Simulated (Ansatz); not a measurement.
The reference is GaN in the zinc blende structure (space group F-43m, No. 216; a = 4.4979 Å). Axes: x, y, z lie along the cube axes.

Structures relaxed with r2SCAN/PAW in Ansatz (a program for electronic structure), no spin-orbit coupling.

Base:

Simulated powder pattern, Mo Kα, λ = 0.71073 Å (kinematic, ideal powder, no thermal factors, no anomalous dispersion; the 10 strongest lines at most, above 2 %, up to 2θ = 40°):

```json
[
 {"2θ (°)": "15.73", "I/Imax (%)": "100", "hkl": "(111)"},
 {"2θ (°)": "18.18", "I/Imax (%)": "34", "hkl": "(200)"},
 {"2θ (°)": "25.83", "I/Imax (%)": "48", "hkl": "(220)"},
 {"2θ (°)": "30.38", "I/Imax (%)": "44", "hkl": "(311)"},
 {"2θ (°)": "31.77", "I/Imax (%)": "9.3", "hkl": "(222)"},
 {"2θ (°)": "36.85", "I/Imax (%)": "6.9", "hkl": "(400)"}
]
```

After one change:

Simulated powder pattern, Mo Kα, λ = 0.71073 Å (kinematic, ideal powder, no thermal factors, no anomalous dispersion; the 10 strongest lines at most, above 2 %, up to 2θ = 40°):

```tsv
2θ (°)	I/Imax (%)
15.81	100
18.18	23
18.46	11
25.83	16
26.03	31
30.43	29
30.77	14
31.93	9.2
36.85	4.7
37.43	2.2
```

### Question
What was done to the base?
(A) uniaxial strain ε_zz = −2.50 %
(B) uniaxial strain ε_zz = −1.50 %
(C) uniaxial strain ε_zz = −1.00 %
(D) uniaxial strain ε_zz = −0.50 %

### Answer
B, uniaxial strain ε_zz = −1.50 %. Its volume per atom is 11.20 Å³ against 11.37 Å³, and its space group is I-4m2 (No. 119).

Stability against distortions was not tested. This is not the structure that GaN has at room temperature and ambient pressure.
